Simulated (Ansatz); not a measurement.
Results of r²SCAN (Ansatz, an electronic-structure program, plane waves, PAW) for BaSiO3 (model structure, started from the tetragonal perovskite type, P4mm, No. 99, 5 atoms in the cell).

Run with plane-wave cutoff 560 eV, 16×16×12 k mesh (along the axes of the cell as run), Fermi–Dirac smearing 0.05 eV, scalar-relativistic PAW data made under PBE.

Cell (relaxed with PBEsol):

```xyz
5
Lattice="3.5274 0.0000 0.0000 0.0000 3.5274 0.0000 0.0000 0.0000 4.9639" Properties=species:S:1:pos:R:3 pbc="T T T"
Si     1.7637     1.7637     2.4321
Ba     0.0000     0.0000    -0.0593
O      1.7637     1.7637     4.0736
O      1.7637     0.0000     2.0038
O      0.0000     1.7637     2.0038
```

Give the computed band gap.


- band gap: 1.90 eV (on the SCF k mesh)

Note: the relaxation could raise the start's symmetry but not lower it, so the cell can be a saddle point; cell and atoms aren't relaxed at this level (largest force component 0.45 eV/Å, pressure 1.2 GPa).

Spin–orbit coupling is not included.

The computed numbers hold no vibrational or temperature effects.

A model structure was made by putting elements into a prototype or built by hand; it is no filed structure, need not be a known phase, and can be a saddle point held by its symmetry.
